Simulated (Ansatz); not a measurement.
Results of HSE06 in Ansatz (PAW) for AlP (model structure, within 0.1 Å of P6₄22, No. 181, 6 atoms in the cell).

Numerical settings: plane-wave cutoff 460 eV, 6×6×4 k mesh (along the axes of the cell as run), Fermi–Dirac smearing 0.01 eV, scalar-relativistic PAW data made under PBE.

The cell is the one relaxed with PBEsol. Conventional cell: a = 3.8213 Å, b = 3.8213 Å, c = 8.6324 Å, α = 90.00°, β = 90.00°, γ = 120.00°.

```yaml
crystal:
  lattice:
    - [3.82135, 0.00000, 0.00000]
    - [-1.91067, 3.30938, 0.00000]
    - [0.00000, 0.00000, 8.63242]
  atoms:
    - { symbol: Al, position: [0.00000, 0.49978, 0.66667] }
    - { symbol: Al, position: [0.50022, 0.50022, 0.00000] }
    - { symbol: Al, position: [0.49978, 0.00000, 0.33333] }
    - { symbol: P, position: [0.00000, 0.49986, 0.16667] }
    - { symbol: P, position: [0.50014, 0.50014, 0.50000] }
    - { symbol: P, position: [0.49986, 0.00000, 0.83333] }
```

**Question.** List the 15 lowest band energies at Γ above −25 eV (eV, relative to the valence band maximum), grouping those that round alike.

**Answer.** At Γ: -13.93, -12.18 (×2), -5.40 (×2), -2.51, -1.23 (×2), -0.39 (×2), -0.05, 0.00, 2.86 (×2), 3.10.

Note: the run warned that its exchange threshold was loose for the stress; cell and atoms aren't relaxed at this level (pressure 0.4 GPa).

A model structure was made by putting elements into a prototype or built by hand; it is no filed structure, need not be a known phase, and can be a saddle point held by its symmetry.

Ansatz is a first-principles code.
